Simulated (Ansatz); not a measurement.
## Pressure series in NbAs

Take NbAs (space group I4_1md, No. 109; a = 3.474 Å, c = 11.749 Å) as the base.

Cell and atoms are relaxed at each pressure.

All numbers come from Ansatz (an electronic-structure program), PBE, PAW, cutoff 420 eV, no SOC.

```
pressure (GPa)  volume per atom (Å³/atom)
--------------  -------------------------
-2                                 17.949
-1                                      ?
0                                  17.720
1.8                                17.526
9                                  16.849
18                                 16.159
30                                 15.419
45                                 14.679
60                                 14.078
```

Question: Fit the third-order Birch–Murnaghan form P(V) = (3B₀/2)[(V₀/V)^(7/3) − (V₀/V)^(5/3)]·[1 + (3/4)(B₀′ − 4)((V₀/V)^(2/3) − 1)] (squares taken in P) to the rows shown and predict the withheld row.

Answer: Least squares on the printed values gives V₀ = 17.719 Å³/atom, B₀ = 161 GPa, B₀′ = 4.2; this predicts 17.831 Å³/atom, and the run gives 17.832 Å³/atom, in agreement.

Load acts through the strain it causes; cell and atoms are relaxed under it. Stability against distortions was not tested. Competing high-pressure phases were not computed. All final runs are without spin polarisation.
